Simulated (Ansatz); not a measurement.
The reference is SnO (space group P4/nmm, No. 129; layered, stacked along the Cartesian z axis; relaxed with 0.1 eV smearing).

```
CELL_PARAMETERS angstrom
      3.76851     0.00000     0.00000
      0.00000     3.76851     0.00000
      0.00000     0.00000     4.55708
ATOMIC_POSITIONS crystal
  Sn 0.50000 0.00000 0.25383
  Sn 0.00000 0.50000 0.74617
  O  0.00000 0.00000 0.00000
  O  0.50000 0.50000 0.00000
```

Calculations: Ansatz (a first-principles code) PBEsol-D3(BJ), without spin-orbit coupling.

Base values:

| Property | Value |
|---|---|
| Pressure | 0.0 GPa |
| Band gap | zero |
| Gap character | absent |

The change: every lattice vector is stretched by 3.43 %; the atoms relax in the strained cell.

Estimate the effect on the pressure, energy relative to the base, band gap and gap character.

The pressure (mean of the normal stresses, compression positive) goes from zero to -4.8 GPa; the energy increases by 28 meV/atom; the band gap becomes 0.30 eV (base: zero); the gap character becomes indirect, M–Γ (80 % along) → M (base: absent).

Whether these cells are dynamically stable was not tested. The final runs are not spin-polarised. The zero or small gap of SnO can change with the level of theory.
